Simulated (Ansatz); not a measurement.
The cell is built on a prototype and need not be the phase stable at ambient conditions.

By PBEsol, the system below comes out a metal.

A figure of merit of an interconnect metal is its ballistic conductance per area.

Consider the following.

```
Ir3Zr
1.0
    3.94766     0.00000     0.00000
    0.00000     7.92679     0.00000
    1.97383     3.96340     1.97383
Ir Zr
3 1
Direct
  0.00000   0.50000   0.00000
  0.50000   0.75000   0.00000
  0.50000   0.25000   0.00000
  0.00000   0.00000   0.00000
```

Space group of this cell: I4/mmm. The cell was relaxed by PBE-D3(BJ); by PBEsol its mean pressure is -1.8 GPa.

The current flows along the normal of the first two printed cell vectors. No spin-orbit coupling; the value is a mean over 0.1 eV about the Fermi level.

Q: Compute, with PBEsol (Ansatz, an electronic-structure program), the ballistic conductance per area.

A: 0.82 × 10¹⁵ S/m² for both spins.
